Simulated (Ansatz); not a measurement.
MoSeS (P-3m1, No. 164, 6 atoms in the cell; start mp-1221404), treated with LDA (Ansatz, a quantum-chemistry and plane-wave program, PAW).

Run with plane-wave cutoff 520 eV, 12×12×4 k mesh (along the axes of the cell as run), Fermi–Dirac smearing 0.01 eV, no spin polarisation, scalar-relativistic PAW data made under PBE.

Cell (relaxed at this level):

```cif
data_Mo2S2Se2
_chemical_formula_sum 'Mo2 Se2 S2'
_space_group_name_H-M_alt 'P 1'
_space_group_IT_number 1
_cell_length_a 3.18982
_cell_length_b 3.18982
_cell_length_c 12.56908
_cell_angle_alpha 90.000
_cell_angle_beta 90.000
_cell_angle_gamma 120.000
loop_
_space_group_symop_operation_xyz
  'x, y, z'
loop_
_atom_site_label
_atom_site_type_symbol
_atom_site_fract_x
_atom_site_fract_y
_atom_site_fract_z
_atom_site_occupancy
Mo1 Mo 0.00000 0.00000 0.26498 1
Mo2 Mo 0.00000 0.00000 0.73502 1
Se1 Se 0.66667 0.33333 0.86942 1
Se2 Se 0.33333 0.66667 0.13058 1
S1 S 0.33333 0.66667 0.38559 1
S2 S 0.66667 0.33333 0.61441 1
```

Q: Give the computed band gap, smallest direct gap on the k points sampled and direct gap at Γ.

A: 
- band gap: 0.53 eV
- smallest direct gap on the k points sampled: 1.69 eV
- direct gap at Γ: 2.01 eV

Spin–orbit coupling is not included.

Static lattice: no zero-point or thermal effects.

Computing time: very roughly 21 core-seconds.

A start named mp-… is a Materials Project structure, which need not be a measured phase.
